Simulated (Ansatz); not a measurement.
Input and output of a self-consistent single point for Cu (I4/mmm, 1 atom in the cell) (Ansatz, a quantum-chemistry and plane-wave program).

Method: LDA (PW92), default PAW files made with PBE (plane waves; Ansatz).

```xyz
1
Lattice="-1.4551 1.4551 1.3663 1.4551 -1.4551 1.3663 1.4551 1.4551 -1.3663" Properties=species:S:1:pos:R:3 pbc="T T T"
Cu     0.0000     0.0000     0.0000
```

Reference input (self-consistent single point, DFT, LDA (PW92), plane waves, default PAW files made with PBE): basis.ecutwfc = 420 eV; kpoints.mp_grid.grid = 16 16 16; hamiltonian.xc = lda; hamiltonian.pseudopotentials = {kind: paw} (the program's default PAW files); scf.occupations.method = gaussian; scf.occupations.width = 0.1 eV. This run's input differs from it in these lines:

Ansatz 0.2 input:
```diff
@@ -11,3 +11,3 @@
   mp_grid:
-    grid: [16, 16, 16]
+    grid: [20, 20, 20]
 hamiltonian:
@@ -18,4 +18,3 @@
   occupations:
-    method: gaussian
-    width: 0.1 eV
+    method: tetrahedron
 output:
```

Output, abridged:

```
SCF iter   1: F=—  HF=-6555.669164 eV  |F-HF|=—  |Δ(HF+E_count)|=         —  Δρ=2.40e-2  dr2=2.98e-2  ethr=1.77e-3  ⟨swp⟩=5.0  Hψ=46046  notcnv=0
all-band conjugate gradients solve this SCF's bands
preconditioner: auto → none
SCF iter   2: F=—  HF=-6555.676411 eV  |F-HF|=—  |Δ(HF+E_count)|=   7.25e-3  Δρ=2.78e-2  dr2=5.20e-2  ethr=1.57e-4  ⟨swp⟩=3.0  Hψ=22605  notcnv=0  defer=191
SCF iter   3: F=—  HF=-6555.661680 eV  |F-HF|=—  |Δ(HF+E_count)|=   1.47e-2  Δρ=2.31e-3  dr2=1.77e-4  ethr=1.57e-4  ⟨swp⟩=2.0  Hψ=14826  notcnv=0  defer=191
   [... lines left out ...]
SCF iter   5: F=—  HF=-6555.661666 eV  |F-HF|=—  |Δ(HF+E_count)|=   1.50e-7  Δρ=7.76e-6  dr2=3.66e-9  ethr=5.26e-10  ⟨swp⟩=4.2  Hψ=41422  notcnv=0
SCF iter   6: F=-6555.661666 eV  HF=-6555.661666 eV  |F-HF|=1.36e-11  |Δ(HF+E_count)|=   4.07e-8  Δρ=1.06e-6  dr2=5.02e-11  ethr=1.92e-11  ⟨swp⟩=1.9  Hψ=28132  notcnv=0
the band table was not solved further: it holds the bands as the self-consistency loop left them (on a frozen-density pass, as that pass's own solve left …
SCF 1 converged in 6 iterations: F = -6555.661666 eV  dr2 = 5.02e-11
Stability not checked (fill_not_monotonic)
Free energy (F): -6555.661666 eV
Internal energy: -6555.661666 eV  (E = F + TS)
E sigma→0 (E₀):  -6555.661666 eV
Fermi energy:    16.788459 eV
--- Forces (eV/Å), atoms counted from 1 ---
  atom   1  Cu     0.00000000    -0.00000000    -0.00000000
--- Stress (GPa, compression-positive) ---
       -9.116773       0.000000      -0.000000
        0.000000      -9.116773      -0.000000
       -0.000000      -0.000000      -9.381829
  P = ⅓ Tr σ = -9.2051 GPa (-92.051 kbar)
  The stress holds the Pulay correction. Without it, at fixed plane waves, as pw.x and ABINIT print it: P = -9.3110 GPa
```

The run converged in 6 iterations. Against the reference run the free energy falls by 3.8 meV/atom and the pressure moves little (-9.20 to -9.21 GPa).

The starting cell comes from a database of computed structures (which also holds hypothetical and non-ambient phases and stackings), without a prior relaxation at this level. Its lattice was rescaled by up to half a per cent. Spin polarisation is off. With a pressure of about -9 GPa the cell is away from its equilibrium volume at this level. Ansatz's pressure includes its estimate of the finite-basis (Pulay) stress.
